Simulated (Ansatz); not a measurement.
**Rock-salt LaSe**

Method: PBEsol (Ansatz, an electronic-structure program, plane waves, PAW).

Run with plane-wave cutoff 500 eV, 10×10×1 k mesh (along the axes of the cell as run), Fermi–Dirac smearing 0.05 eV, scalar-relativistic PAW data made under PBE.

Cell: relaxed at this level.

* **surface energy of the (100) face**: 0.60 J/m²
* **work function of the (100) face**: 2.53 eV

The slab of 8 atoms is relaxed and unreconstructed.

Spin–orbit coupling is not included.

The computed numbers hold no vibrational or temperature effects.
